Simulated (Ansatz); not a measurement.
Consider the formation energy of PbO (P4/nmm) from the elements. Reaction: Pb (fcc) + 1/2 O2 (gas) → PbO (P4/nmm). The sign is products less reactants. The value is per atom of the solid.

PbO (P4/nmm), 4 atoms in the cell. Conventional cell: a = b = 4.0336 Å, c = 5.0047 Å, α = β = γ = 90.00°.

Method: Ansatz (an electronic-structure program), PAW, neutral cells at 0 K with nuclei at rest, on structures from PBE+D3(BJ). Ansatz runs with its default PAW set. Other levels take these structures. HSE06 runs on coarser k-point meshes, mended by the PBE difference between the two meshes. Some cells are metallic or hold partly filled levels, where a hybrid on a coarse mesh is less sure. The lattices are those relaxed with PBE+D3(BJ), so at other levels the solids can be strained, which adds to the spread. A dispersion term (D3(BJ), or D4 for r2SCAN) was computed beside these levels and is taken off wherever the name lacks it. The runs are scalar-relativistic, without spin-orbit coupling.

Measured enthalpy at 298 K, from tabulated formation enthalpies: -1.14 eV/atom (as tabulated in Friedrich and co-workers, 2018, arXiv:1811.08952). It holds thermal and zero-point parts that the computed values lack, which would shift all levels alike, taken here as about 0.04 eV/atom at most.

Give the error of each level (PBE, LDA, PBEsol, RPBE, r2SCAN, HSE06) against measurement.


```
Method  computed (eV/atom)  computed less measured
------  ------------------  ----------------------
PBEsol               -1.11                    0.03
PBE                  -1.09                    0.05
HSE06                -1.04                    0.10
r2SCAN               -1.24                   -0.10
LDA                  -1.28                   -0.14
RPBE                 -0.99                    0.15
```

PBEsol comes closest as the numbers stand, but a common shift within 0.04 eV/atom could hand that to PBE or r2SCAN; RPBE misses by 0.15 eV/atom.
